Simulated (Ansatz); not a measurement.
The starting structures come from a database of crystals and need not be the phases stable at ambient conditions.

By LDA and PBEsol, the system below comes out a metal.

Given:

```
CELL_PARAMETERS angstrom
      2.79483     0.00000     0.00000
      0.00000     5.14898     0.00000
      1.39742    -2.57449     2.57449
ATOMIC_POSITIONS crystal
  Ge 0.25000 0.50000 0.00000
  Ge 0.50000 0.00000 0.00000
```

Space group of this cell: I4_1/amd. The cell is taken as given; by PBEsol its mean pressure is -0.8 GPa.

The current runs along the normal of the first two printed vectors, the (100) plane. All runs by Ansatz (a quantum-chemistry and plane-wave program), plane waves and PAW, without spin-orbit coupling; the base is PBEsol.

```json
[
 {"run": "base", "mean pressure (GPa)": "-0.8", "G/A, both spins (10¹⁵ S/m²)": "1.07"},
 {"run": "all lengths scaled by 0.98", "mean pressure (GPa)": "4.5", "G/A, both spins (10¹⁵ S/m²)": "[?]"},
 {"run": "all lengths scaled by 1.02", "mean pressure (GPa)": "-4.7", "G/A, both spins (10¹⁵ S/m²)": "1.05"},
 {"run": "lda in place of pbesol", "mean pressure (GPa)": "-2.6", "G/A, both spins (10¹⁵ S/m²)": "[?]"},
 {"run": "lengths across the current scaled by 0.98, ions clamped", "mean pressure (GPa)": "2.6", "G/A, both spins (10¹⁵ S/m²)": "1.08"},
 {"run": "lengths across the current scaled by 1.02, ions clamped", "mean pressure (GPa)": "-3.5", "G/A, both spins (10¹⁵ S/m²)": "1.04"},
 {"run": "lengths along the current scaled by 0.97, ions clamped", "mean pressure (GPa)": "1.8", "G/A, both spins (10¹⁵ S/m²)": "1.07"},
 {"run": "lengths along the current scaled by 1.03, ions clamped", "mean pressure (GPa)": "-2.7", "G/A, both spins (10¹⁵ S/m²)": "[?]"}
]
```

Question: Fill in the missing entries.

Answer: 
- all lengths scaled by 0.98, G/A, both spins (10¹⁵ S/m²): 1.10
- lda in place of pbesol, G/A, both spins (10¹⁵ S/m²): 1.06
- lengths along the current scaled by 1.03, ions clamped, G/A, both spins (10¹⁵ S/m²): 1.06
